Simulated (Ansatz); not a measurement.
ZnS under a change: uniaxial strain ε_zz = −3.00 %

Take ZnS in the wurtzite structure (space group P6_3mc, No. 186; a = 3.782 Å, c = 6.208 Å) as the base. Axes: x lies along a and z along c of the hexagonal cell.

The change: uniaxial strain ε_zz = −3.00 %, all other strain components held at zero, atoms relaxed at fixed cell.

Calculations: plane-wave PAW DFT at the PBEsol level (Ansatz, an electronic-structure program, 420 eV), no spin-orbit coupling. k-mesh 10×10×6 (Γ-centred); smearing 0.05 eV (Fermi–Dirac).

The volume per atom drops by 0.58 Å³ to 18.65 Å³ and the energy increases by 8.4 meV/atom. The pressure (mean of the normal stresses, compression positive) goes from zero to 2.62 GPa and the band gap increases by 0.160 eV (2.15 eV → 2.32 eV). The gap character remains direct at Γ and the width of the top valence band goes up by 0.10 eV to 2.33 eV. The hole mass is 0.16 mₑ along z, 1.3 mₑ across (at Γ) and the valence-band top at Γ (three highest levels, from the VBM) goes from 0.00, 0.00, -0.09 eV to 0.00, -0.05, -0.05 eV. The stress (xx, yy, zz, yz, xz, xy; compression positive) amounts to (1.58, 1.58, 4.72, 0.00, 0.00, 0.00) GPa.

Cost of the whole job for the changed cell (relaxation, final SCF and bands): about 60 core-seconds (a rough figure).

Masses are band curvatures over ±0.01 Å⁻¹ around the edge. Whether these cells are dynamically stable was not tested.
